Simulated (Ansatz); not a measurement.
## Response to strain in V3Si

The parent structure is V$_{3}$Si in the A15 (Cr3Si type) structure (space group Pm-3n, No. 223; a = 4.650 Å). Axes: x, y, z lie along the cube axes.

Strains are applied to the cell and any free atomic positions relax; under biaxial strain the out-of-plane vector relaxes too.

Computed with PBEsol (Ansatz, a program for electronic structure; PAW; 420 eV plane waves; no SOC).

Candidates:
(a) tensor shear ε_yz = −0.51 %
(b) biaxial strain −1.79 %, plane normal [001], relaxed out of plane
(c) isotropic strain +4.11 %
(d) biaxial strain −1.25 %, plane normal [110], relaxed out of plane
(e) uniaxial strain ε_zz = −1.10 %

Notes on the quantities. energy relative to the base: free energy F.

**Question.** Order them by energy relative to the base, highest first.

**Answer.** (c) isotropic strain +4.11 % (+109 meV/atom), (b) biaxial strain −1.79 %, plane normal [001], relaxed out of plane (+5.5 meV/atom), (d) biaxial strain −1.25 %, plane normal [110], relaxed out of plane (+3.8 meV/atom), (e) uniaxial strain ε_zz = −1.10 % (+1.2 meV/atom), (a) tensor shear ε_yz = −0.51 % (+0.3 meV/atom)

Without a gap, meshes like the base's 10×10×10 leave anisotropic stresses uncertain by several tenths of a GPa, and small strain energies with them. Stability against distortions was not tested. Seeded moments were not kept for the base. All final runs are without spin polarisation.
